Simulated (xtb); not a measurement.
xtb 6.7.1, GFN1-xTB: diphenyliodonium (c1ccc([I+]c2ccccc2)cc1), charge +1, multiplicity 1, 23 atoms. The geometry is a generated start, not checked to be a minimum at this level.

```yaml
method: GFN1-xTB
"--acc": 1 (default)
"--etemp (K)": 300 (default)
detailed input (--input): "none: ANC optimiser, Lindh (1995) Hessian, microcycle=20, maxdispl=1.0, hlow=0.01 (default)"
basis_functions: 78
valence_electrons: 64
```

```xyz
23

C      3.5900     0.6488     0.9779
C      3.2533    -0.6799     1.1858
C      2.2992    -1.2956     0.3904
C      1.7074    -0.5428    -0.6072
C      2.0401     0.7768    -0.8567
C      2.9863     1.3733    -0.0376
I      0.1904    -1.4626    -1.8455
C     -1.5483    -0.6185    -0.8319
C     -1.4403     0.6273    -0.2501
C     -2.5658     1.1509     0.3692
C     -3.7538     0.4386     0.3846
C     -3.8275    -0.8086    -0.2143
C     -2.7151    -1.3566    -0.8359
H      4.3337     1.1155     1.6047
H      3.7351    -1.2484     1.9667
H      2.0351    -2.3292     0.5492
H      1.5908     1.3311    -1.6668
H      3.2549     2.4044    -0.2085
H     -0.5176     1.1865    -0.2601
H     -2.5035     2.1231     0.8328
H     -4.6242     0.8576     0.8636
H     -4.7508    -1.3661    -0.2044
H     -2.7693    -2.3257    -1.3060
```

Charge 1 and multiplicity 1 are set for this test and not shown to be the ground state.

The structure is relaxed from this start with --opt LEVEL for the levels crude, sloppy, loose, lax, normal, tight, vtight, extreme, once each. Up to the end of the extreme run atoms move by at most 1.1 Å along an axis.

**Question.** What is the loosest level that ends within 1 meV of the extreme run, and how many cycles does it take?

**Answer.** vtight: 108 cycles against 122, ending 0.094 meV above.

```csv
level,cycles,energy above the extreme run (meV),gradient norm (eV/Å)
crude,2,16,0.30
sloppy,3,14,0.13
loose,4,13,0.075
lax,11,8.0,0.020
normal,13,7.6,0.013
tight,23,6.2,0.021
vtight,108,0.094,0.0087
extreme,122,—,0.0013
```
